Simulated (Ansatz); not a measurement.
HfC (model structure, within 0.1 Å of P6₃/mmc, No. 194, 4 atoms in the cell) was calculated with PBEsol (Ansatz, a first-principles code, PAW).

Run with plane-wave cutoff 520 eV, 12×12×6 k mesh (along the axes of the cell as run), Fermi–Dirac smearing 0.01 eV, scalar-relativistic PAW data made under PBE.

Cell (relaxed at this level):

```yaml
crystal:
  lattice:
    - [3.81507, 0.00000, 0.00000]
    - [-1.90754, 3.30395, 0.00000]
    - [0.00000, 0.00000, 4.60125]
  atoms:
    - { symbol: Hf, position: [0.33333, 0.66667, 0.94166] }
    - { symbol: Hf, position: [0.66667, 0.33333, 0.44166] }
    - { symbol: C, position: [0.33333, 0.66667, 0.43334] }
    - { symbol: C, position: [0.66667, 0.33333, 0.93334] }
```

Task: What does this level give for the bulk modulus B0?

Result: 
bulk modulus B0: 192 GPa

The run finds no gap.

Note: the bulk modulus is −V dP/dV from two relaxed cells at ±2 % in volume.

Spin–orbit coupling is not included; it can open a gap where bands touch, and shift volumes and moduli.

Computed values are for the static lattice.

Computing time: roughly 6 core-minutes.

A model structure was made by putting elements into a prototype or built by hand; it is no filed structure, need not be a known phase, and can be a saddle point held by its symmetry.
